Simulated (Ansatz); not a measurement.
ScSbTe (model structure, started from the ZrSiS type, P4/nmm, No. 129, 6 atoms in the cell): bulk modulus B0 by level of theory

No measured value is used here.

```
level (code)     value (GPa)  cell (Å³/atom)
---------------  -----------  --------------
LDA (Ansatz)            76.0           23.90
PBE (Ansatz)             ___           25.74
PBEsol (Ansatz)         71.2           24.58
r²SCAN (Ansatz)         68.1           25.61
```

Problem. Some entries are withheld; supply them.

Solution. 
- PBE (Ansatz, a quantum-chemistry and plane-wave program), value (GPa): 64.1

LDA, PBE, PBEsol, r²SCAN: the bulk modulus is −V dP/dV from two relaxed cells at ±2 % in volume. Each level is taken at its own relaxed cell. Cutoffs differ between the levels. Ansatz's density-functional and Hartree–Fock values are scalar-relativistic unless marked +SOC, with PAW data made under PBE.

A model structure was made by putting elements into a prototype or built by hand; it is no filed structure, need not be a known phase, and can be a saddle point held by its symmetry.
